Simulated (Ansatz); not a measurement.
Ansatz (a program for electronic structure) run on NaLaYSbO6 (P1, 10 atoms in the cell): self-consistent single point.

Level of theory: PBEsol, default PAW files made with PBE (plane waves; Ansatz).

```yaml
crystal:
  lattice:
    - [0.00000, 4.16453, 4.16453]
    - [4.16453, 0.00000, 4.16453]
    - [4.16453, 4.16453, 0.00000]
  atoms:
    - { symbol: Na, position: [0.74796, 0.74054, 0.75851] }
    - { symbol: La, position: [0.26203, 0.24514, 0.24307] }
    - { symbol: Y, position: [0.50528, 0.49921, 0.48387] }
    - { symbol: Sb, position: [0.99264, 0.99733, 0.00069] }
    - { symbol: O, position: [0.77275, 0.23229, 0.23250] }
    - { symbol: O, position: [0.75737, 0.23797, 0.77139] }
    - { symbol: O, position: [0.24937, 0.75344, 0.76096] }
    - { symbol: O, position: [0.23338, 0.76623, 0.24035] }
    - { symbol: O, position: [0.74619, 0.78261, 0.23604] }
    - { symbol: O, position: [0.23303, 0.24525, 0.77262] }
```

Reference input (self-consistent single point, DFT, PBE0, plane waves, default PAW files made with PBE): basis.ecutwfc = 420 eV; kpoints.mp_grid.grid = 3 3 3; hamiltonian.xc = pbe0; hamiltonian.pseudopotentials = {kind: paw} (the program's default PAW files); scf.occupations.method = fixed. This run's input differs from it in these lines:

Ansatz 0.2 input:
```diff
@@ -21,3 +21,3 @@
 hamiltonian:
-  xc: pbe0
+  xc: pbesol
   pseudopotentials: { kind: paw }
```

The program printed (abridged):

```
SCF iter   1: F=—  HF=-21214.741643 eV  |F-HF|=—  |Δ(HF+E_count)|=         —  Δρ=1.58e-2  dr2=3.04e-1  ethr=1.77e-3  ⟨swp⟩=3.4  Hψ=2485  notcnv=0  defer=46
all-band conjugate gradients solve this SCF's bands
preconditioner: auto → Resta (q_TF=auto, 2.483 Å⁻¹)
SCF iter   2: F=—  HF=-21214.669294 eV  |F-HF|=—  |Δ(HF+E_count)|=   7.23e-2  Δρ=3.69e-3  dr2=1.30e-2  ethr=3.71e-4  ⟨swp⟩=2.1  Hψ=1236  notcnv=0  defer=84
   [... lines left out ...]
SCF iter   6: F=—  HF=-21214.666489 eV  |F-HF|=—  |Δ(HF+E_count)|=   1.74e-6  Δρ=3.82e-5  dr2=2.81e-6  ethr=5.85e-8  ⟨swp⟩=2.0  Hψ=1148  notcnv=0  defer=42
SCF iter   7: F=—  HF=-21214.666490 eV  |F-HF|=—  |Δ(HF+E_count)|=   6.73e-7  Δρ=2.52e-5  dr2=1.00e-6  ethr=3.42e-9  ⟨swp⟩=2.0  Hψ=1164  notcnv=0  defer=42
SCF iter   8: F=—  HF=-21214.666490 eV  |F-HF|=—  |Δ(HF+E_count)|=   3.24e-8  Δρ=1.34e-5  dr2=2.63e-7  ethr=1.22e-9  ⟨swp⟩=2.1  Hψ=1032  notcnv=0  defer=42
SCF iter   9: F=-21214.666490 eV  HF=-21214.666490 eV  |F-HF|=8.30e-9  |Δ(HF+E_count)|=   4.94e-8  Δρ=2.91e-6  dr2=2.47e-8  ethr=1.22e-10  ⟨swp⟩=13.0  Hψ=3134  notcnv=0
SCF 1 converged in 9 iterations: F = -21214.666490 eV  dr2 = 2.47e-8
Free energy (F): -21214.666490 eV
Internal energy: -21214.666490 eV  (E = F + TS)
E sigma→0 (E₀):  -21214.666490 eV
Fermi energy:    8.074221 eV
--- Forces (eV/Å), atoms counted from 1 ---
  atom   1  Na    -0.09789714    -0.05408442     0.01029003
  atom   2  La    -0.74592352    -0.17948314     0.03265286
  atom   3  Y      0.62048322     0.67013317    -0.45567874
  atom   4  Sb    -0.85383799     0.97902549     1.99295218
  atom   5  O      1.02164473    -0.09444053    -0.05630006
  atom   6  O     -0.12039877    -0.96999363     0.07947230
  atom   7  O      0.75510631    -0.06467773    -0.10591400
  atom   8  O     -0.25008429    -0.22404332    -0.15531141
  atom   9  O     -0.05173307    -0.07388969    -0.97640853
  atom  10  O     -0.27734816     0.01143341    -0.36573275
--- Stress (GPa, compression-positive) ---
       -4.851369      -0.380424       0.093173
       -0.380424      -4.509999      -0.203463
        0.093173      -0.203463      -4.466263
  P = ⅓ Tr σ = -4.6092 GPa (-46.092 kbar)
  The stress holds the Pulay correction. Without it, at fixed plane waves, as pw.x and ABINIT print it: P = -5.1482 GPa
```

The run converged in 9 iterations. Against the reference run the pressure goes from -5.21 to -4.61 GPa, the largest force goes from 2.425 to 2.379 eV/Å and the gap on the mesh goes from 5.747 to 2.503 eV.

The starting cell comes from a database of computed structures (which also holds hypothetical and non-ambient phases and stackings), without a prior relaxation at this level. Its atoms were displaced at random from the sites of space group no. 216. Spin-orbit coupling is off. With a pressure of about -5 GPa the cell is away from its equilibrium volume at this level. Forces in this geometry exceed 1 eV/Å. Ansatz's pressure includes its estimate of the finite-basis (Pulay) stress. Without the estimate this run gives -5.15 GPa.
